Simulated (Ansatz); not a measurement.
The reference is SiC in the wurtzite structure (space group P6_3mc, No. 186; a = 3.075 Å, c = 5.049 Å). Axes: x lies along a and z along c of the hexagonal cell.

Method: r2SCAN (Ansatz, a program for electronic structure), no spin-orbit coupling, earlier PAW set.

Strains are applied to the cell and any free atomic positions relax; under biaxial strain the out-of-plane vector relaxes too.

One change was made to it. Results:

The valence-band top at Γ (three highest levels, from the VBM) becomes 0.00, -0.11, -0.11 eV (base: 0.00, 0.00, -0.11 eV); the shortest interatomic distance rises by 0.007 Å, from 1.883 Å to 1.890 Å.

### Question
Which change produced these results?
(A) isotropic strain +4.79 %
(B) uniaxial strain ε_yy = +1.28 %
(C) biaxial strain −4.57 %, plane normal [001], relaxed out of plane
(D) uniaxial strain ε_xx = −2.62 %

### Answer
B, uniaxial strain ε_yy = +1.28 %. For comparison, the valence-band top at Γ in the other runs: biaxial strain −4.57 %, plane normal [001], relaxed out of plane gives 0.00, 0.00, -0.84 eV; uniaxial strain ε_xx = −2.62 % gives 0.00, -0.26, -0.39 eV; isotropic strain +4.79 % gives 0.00, 0.00, -0.09 eV.

The levels and masses belong to the bands next to the band gap. Stability against distortions was not tested.
